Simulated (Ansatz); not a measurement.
System: SiCO4 (model structure, I-4, No. 82, 6 atoms in the cell). Method: G0W0@PBEsol+SOC in Ansatz (plane waves, hard PAW, contour deformation, complete-basis limit, spin–orbit shift from PBEsol).

Settings: largest k mesh 6×6×6 (not extrapolated in the mesh).

Cell (relaxed with PBEsol):

```xyz
6
Lattice="-2.1891 2.1891 3.2737 2.1891 -2.1891 3.2737 2.1891 2.1891 -3.2737" Properties=species:S:1:pos:R:3 pbc="T T T"
Si     0.0000     0.0000     0.0000
C      0.0000     2.1891     1.6368
O      0.6363     1.2339     0.8613
O      1.5527     0.9552     4.1350
O     -0.9552     1.5527     2.4124
O      3.1442     0.6363    -0.8613
```

What does this level give for the band gap?


- band gap: 10.30 eV

Note: spin–orbit coupling enters as the shift of the gap found with a semilocal functional; the relaxation could raise the start's symmetry but not lower it, so the cell can be a saddle point.

Computed values are for the static lattice.

A model structure was made by putting elements into a prototype or built by hand; it is no filed structure, need not be a known phase, and can be a saddle point held by its symmetry.

Ansatz is a first-principles code.
